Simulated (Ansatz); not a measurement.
# CaO, pressure series

The reference is CaO in the rock salt structure (space group Fm-3m, No. 225; a = 4.8307 Å).

Cell and atoms are relaxed at each pressure.

Calculations: PBE (Ansatz, a program for electronic structure; PAW; 420 eV plane waves; without spin-orbit coupling).

```json
[
 {"pressure (GPa)": "-2", "volume per atom (Å³/atom)": "14.374"},
 {"pressure (GPa)": "-1", "volume per atom (Å³/atom)": "14.229"},
 {"pressure (GPa)": "0", "volume per atom (Å³/atom)": "14.091"},
 {"pressure (GPa)": "1.8", "volume per atom (Å³/atom)": "?"},
 {"pressure (GPa)": "9", "volume per atom (Å³/atom)": "13.102"},
 {"pressure (GPa)": "18", "volume per atom (Å³/atom)": "12.387"},
 {"pressure (GPa)": "30", "volume per atom (Å³/atom)": "11.668"},
 {"pressure (GPa)": "45", "volume per atom (Å³/atom)": "10.991"},
 {"pressure (GPa)": "60", "volume per atom (Å³/atom)": "10.463"}
]
```

Fit the third-order Birch–Murnaghan form P(V) = (3B₀/2)[(V₀/V)^(7/3) − (V₀/V)^(5/3)]·[1 + (3/4)(B₀′ − 4)((V₀/V)^(2/3) − 1)] (squares taken in P) to the rows shown and predict the withheld row.

Least squares on the printed values gives V₀ = 14.092 Å³/atom, B₀ = 106 GPa, B₀′ = 4.3; this predicts 13.862 Å³/atom, and the run gives 13.862 Å³/atom, in agreement.

Measured bulk modulus of CaO: 120 GPa (0 K or low temperature; as listed in Wei Chen et al., Physical Review Materials (2018)); the computed value is 12 % below it.

Load acts through the strain it causes; cell and atoms are relaxed under it. No phonon test of stability was made. No other phases were tried under pressure.
